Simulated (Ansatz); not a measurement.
Al is modelled in the cubic space group Fm-3m (No. 225), the fcc (Cu type) structure, Pearson symbol cF4. Conventional cell: a = b = c = 4.017 Å, α = β = γ = 90.00°. Al on 4a is surrounded by 12 Al at 2.841 Å (cuboctahedral). (Neighbours: up to the widest gap in distance over summed covalent radii, below 1.35, at either atom.)
(The calculation used a cell of 1 atom; values per cell refer to that cell.)

The run noted for some of its cells that some bands missed the eigensolver's tolerance.

Problem. What linear thermal expansion coefficient does the quasi-harmonic free energy on Ansatz (an electronic-structure program), PBEsol functional, plane-wave PAW give at 250 K, and what isobaric heat capacity per mole of formula units and Grüneisen parameter?

Solution. α = 19.9 × 10⁻⁶ K⁻¹; C_P = 22.9 J/(mol K); γ = 2.02. Whether this phase is the stable one at each condition was not tested.
